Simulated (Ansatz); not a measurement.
# TaS2: uniaxial strain ε_zz = +1.49 %

The reference is TaS₂ in the CdI2 type structure (space group P-3m1, No. 164; a = 3.2778 Å, c = 5.5876 Å; layered, stacked along the Cartesian z axis; relaxed with 0.1 eV smearing). Axes: x lies along a and z along c of the hexagonal cell.

It is then changed as follows: uniaxial strain ε_zz = +1.49 %, all other strain components held at zero; the atoms relax in the strained cell.

Level of theory: PBEsol-D3(BJ) in Ansatz (plane waves to 420 eV, PAW, no SOC), earlier PAW set. Γ-centred 20×20×11 mesh, Fermi–Dirac width 0.1 eV.

The volume per atom rises by 0.26 Å³ to 17.59 Å³ and the shortest interatomic distance grows by 0.002 Å (2.445 Å → 2.447 Å). The energy goes up by 1.0 meV/atom and the pressure (mean of the normal stresses, compression positive) goes from zero to -0.6 GPa. The band gap remains zero and the stress (xx, yy, zz, yz, xz, xy; compression positive) comes out as (-0.2, -0.2, -1.2, 0.0, 0.0, 0.0) GPa.

Cost of the whole job for the changed cell (relaxation, final SCF and bands): very roughly 60 core-seconds.

No phonon test of stability was made. The final runs are not spin-polarised. An odd electron count without spin: TaS2.

Ansatz is an electronic-structure program.
